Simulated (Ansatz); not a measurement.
Results of LDA (PAW; Ansatz, a first-principles code) for Ag (P6₃/mmc, No. 194, 2 atoms in the cell; start COD 1509145; another form than the element's usual one).

Numerical settings: plane-wave cutoff 520 eV, 24×24×12 k mesh (along the axes of the cell as run), Fermi–Dirac smearing 0.05 eV, no spin polarisation, scalar-relativistic PAW data made under PBE.

Cell (relaxed at this level):

```cif
data_Ag2
_chemical_formula_sum 'Ag2'
_space_group_name_H-M_alt 'P 1'
_space_group_IT_number 1
_cell_length_a 2.82507
_cell_length_b 2.82507
_cell_length_c 4.64115
_cell_angle_alpha 90.000
_cell_angle_beta 90.000
_cell_angle_gamma 120.000
loop_
_space_group_symop_operation_xyz
  'x, y, z'
loop_
_atom_site_label
_atom_site_type_symbol
_atom_site_fract_x
_atom_site_fract_y
_atom_site_fract_z
_atom_site_occupancy
Ag1 Ag 0.33333 0.66667 0.25000 1
Ag2 Ag 0.66667 0.33333 0.75000 1
```

Problem. Give the computed bulk modulus.

Solution. 
bulk modulus: 138 GPa

The run finds no gap.

Note: the bulk modulus is −V dP/dV from two relaxed cells at ±2 % in volume; the relaxation could not lower the start's symmetry, so the cell can be a saddle point above a distorted one.

Static lattice: no zero-point or thermal effects.
